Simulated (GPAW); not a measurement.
Troubleshooting GPAW: a failed run on KMg6Nb (Amm2, 8 atoms in the cell). The aim is a self-consistent single point with DFT PBEsol, plane waves, GPAW PAW datasets PBEsol (made by gpaw-setup).

Cell that was meant: a = 4.5805 Å, b = 6.5571 Å, c = 6.5571 Å, α = 89.54°, β = 90.00°, γ = 90.00°.

Part of the input:

```python
                                [0.000000, 0.595470, 0.157490],
                                [0.000000, 0.595420, 0.595420],
                                [0.000000, 0.153870, 0.153870],
                                [0.500000, 0.376070, 0.376070]])

calc = GPAW(mode={'name': 'pw', 'ecut': 800},
            xc='PBEsol',
```

Log, with long lists cut:

```
Input parameters:
  convergence: {density: 1e-05,
                energy: 1e-05}
  kpts: [6 4 4]
  maxiter: 100
  mode: {ecut: 800,
         name: pw}
  nbands: -16
  occupations: {name: marzari-vanderbilt,
                width: 0.2}
  symmetry: {symmorphic: False,
             tolerance: 0.0005}
  xc: PBEsol

species:
  K:
    name: Potassium
    Z: 19.0
    valence: 9
    core: 10
    charge: 0.0
    file: K.PBEsol.gz

    # Using partial waves for K as LCAO basis

  Mg:
    name: Magnesium
    Z: 12.0
    valence: 10
    core: 2
    charge: 0.0
    file: Mg.PBEsol.gz

    # Using partial waves for Mg as LCAO basis

  Nb:
    name: Niobium
    Z: 41.0
    valence: 13
    core: 28
    charge: 0.0
    file: Nb.PBEsol.gz

    # Using partial waves for Nb as LCAO basis

Reference energy: -152835.149546  # eV

Spin-paired calculation

Convergence criteria:
 Maximum [total energy] change in last 3 cyles: 1e-05 eV / valence electron
 Maximum integral of absolute [dens]ity change: 1e-05 electrons / valence electron
 Maximum integral of absolute [eigenst]ate change: 4e-08 eV^2 / valence electron
 Maximum number of scf [iter]ations: 100

Traceback (most recent call last):
   [... frames left out ...]
ValueError: K-points can only be used with PBCs!
```

**Question.** Read the log: what does the program object to, and what is the fix?

**Answer.** The fault is periodic boundary conditions left out; here the program stops on it instead of giving results. To fix it, switch periodicity on. The program stopped before any SCF iteration.

The sound input it was made from differs as follows (other fixes are possible):
```diff
-                                [0.500000, 0.376070, 0.376070]])
+                                [0.500000, 0.376070, 0.376070]],
+              pbc=True)
```

With that input, the run converged in 21 iterations: free energy E − TS (from the program's reference atoms) -20.9130 eV; Fermi level (on the code's own zero) 3.70 eV; pressure -1.18 GPa; largest force (vector length) 0.056 eV/Å (DFT PBEsol, plane waves, GPAW PAW datasets PBEsol (made by gpaw-setup)).

On the sound input: the starting cell comes from a database of computed structures (which also holds hypothetical and non-ambient phases and stackings), without a prior relaxation at this level. Spin polarisation is off.
